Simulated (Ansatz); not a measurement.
Ansatz (an electronic-structure program) runs on several systems. Levels: (1) DFT, r2SCAN, plane waves, its default PAW files; (2) DFT, PBE, plane waves, its default PAW files, spin-polarised; (3) DFT, LDA, plane waves, its default PAW files; (4) DFT, PBEsol, plane waves, its default PAW files. Common settings: task = single point, kind of files = paw, scf.occupations.method = fermi_dirac, scf.occupations.width = 0.05 eV, output.forces = true, binding of workers (--pin) = off, k-point pools (--kpoint-pools) = 1, memory maximum (--max-ram) = 8GiB, accuracy = medium (default), basis.precision = auto (default), scf.eigensolver.kind = auto (default), scf.mixing.algorithm = auto (default), scf.mixing.preconditioner = auto (default), scf.lower_state_search = light (default).

One run each, counts alone. The counts of a restarted run leave out the earlier run.

| no. | system | kind | level | kpoints.mp_grid.grid | hamiltonian.xc | magnetization.spin_polarized | cell edges (Å) | k-points after symmetry | bands at the start | electrons | layout | SCF iterations |
|---|---|---|---|---|---|---|---|---|---|---|---|---|
| 1 | In6TeO12 (from the phase in space group 148, mp-22189) (O12In6Te), 19 atoms | compound, bulk | (1) | 4×4×4 | r2scan | not set | 6.2×6.2×6.2 | 14 | 102 | 166 | 4 threads | 7 |
| 2 | WS2, atoms displaced (from the phase in space group 194, mp-224) (S4W2), 6 atoms, spin-polarised from a ferromagnetic start (2 μB on W), ending non-magnetic | compound, long cell, spin-polarised | (1) | 6×6×2 | r2scan | true | 3.2×3.2×13.0 | 40 | 34 | 52 | 4 threads | 24 |
| 3 | MoS2 (from the phase in space group 160, mp-1434), 3 atoms, spin-polarised from a ferromagnetic start (2 μB on Mo), ending non-magnetic | compound, bulk, spin-polarised | (2) | 8×8×8 | pbe | true | 6.7×6.7×6.7 | 65 | 18 | 26 | 4 threads | 13 |
| 4 | LaBiS2O, atoms displaced (from the phase in space group 129, mp-1078397) (O2S4La2Bi2), 10 atoms | compound, long cell | (3) | 6×6×2 | lda | not set | 4.1×4.1×14.2 | 40 | 54 | 88 | 4 threads | 8 |
| 5 | CO2, atoms displaced (from the phase in space group 92, mp-1102227) (C4O8), 12 atoms | compound, bulk | (4) | 6×6×4 | pbesol | not set | 5.1×5.1×7.2 | 76 | 44 | 64 | 4 threads | 9 |
| 6 | BaNiF4, atoms displaced (from the phase in space group 36, mp-555321) (F8Ni2Ba2), 12 atoms, spin-polarised from a ferromagnetic start (2 μB on Ni) | compound, bulk, spin-polarised | (3) | 4×4×4 | lda | true | 7.5×7.5×5.8 | 36 | 70 | 112 | 4 threads | 30 |

Changes, each made alone in every run:
A. kpoints.initial_grid: not set → auto
B. checkpoint.density_extrapolation: not set → none; checkpoint.read: not set → first.ck; earlier_run: none (default) → first_atom_moved_ang=0.03 orbitals_saved=true
C. checkpoint.read: not set → first.ck; earlier_run: none (default) → first_atom_moved_ang=0 orbitals_saved=true scf.convergence.dr2_threshold=0.001

Predict, system by system, whether each change lowers, keeps or raises the SCF iterations (bar: a quarter, and three at the least).


- A helps for no system and costs for 1, 2, 3, 4, 6; within the bar: 5.
- B helps for 2, 3, 6 and costs for no system; within the bar: 1, 4, 5.
- C helps for 1, 2, 3, 4, 5, 6 and costs for no system.

```csv
no.,before,A (ratio),B (ratio),C (ratio)
1,7,13 (1.9),8 (1.1),3 (0.43)
2,24,48 (2.0),11 (0.46),2 (0.083)
3,13,26 (2.0),9 (0.69),2 (0.15)
4,8,15 (1.9),9 (1.1),4 (0.50)
5,9,11 (1.2),9 (1.0),5 (0.56)
6,30,38 (1.3),14 (0.47),5 (0.17)
```

Pairs with a ratio agree in their result (bars such as 1.0 meV/atom in energy, 10 meV/Å in forces (largest component), 0.020 μB/atom in magnetization, 0.020 μB/atom in absolute magnetization).

Keys are those of Ansatz 0.2.
